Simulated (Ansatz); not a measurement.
Consider InAs in the zinc blende structure (space group F-43m, No. 216; a = 6.087 Å). Axes: x, y, z lie along the cube axes.

Level of theory: DFT with PBEsol, PAW potentials and a 420 eV plane-wave cutoff in Ansatz (a program for electronic structure), no SOC.

Strains are applied to the cell and any free atomic positions relax.

One change was made to it. Results:

| quantity | base | after |
|---|---|---|
| shortest interatomic distance | 2.636 Å | 2.618 Å |
| energy relative to the base (free energy F) | 0 meV/atom | +2.8 meV/atom |
| pressure (mean of the normal stresses, compression positive) | 0.0 GPa | 1.2 GPa |

Question: What was done to the base?
A. uniaxial strain ε_zz = +2.00 %
B. uniaxial strain ε_zz = −2.00 %
C. uniaxial strain ε_zz = −1.00 %

Answer: B, uniaxial strain ε_zz = −2.00 %. For comparison, the pressure in the other runs: uniaxial strain ε_zz = +2.00 % gives -1.1 GPa; uniaxial strain ε_zz = −1.00 % gives 0.6 GPa.

A case with no gap was solved on a k-mesh chosen for an insulator, which is coarse for it. Stability against distortions was not tested. The final runs are not spin-polarised.
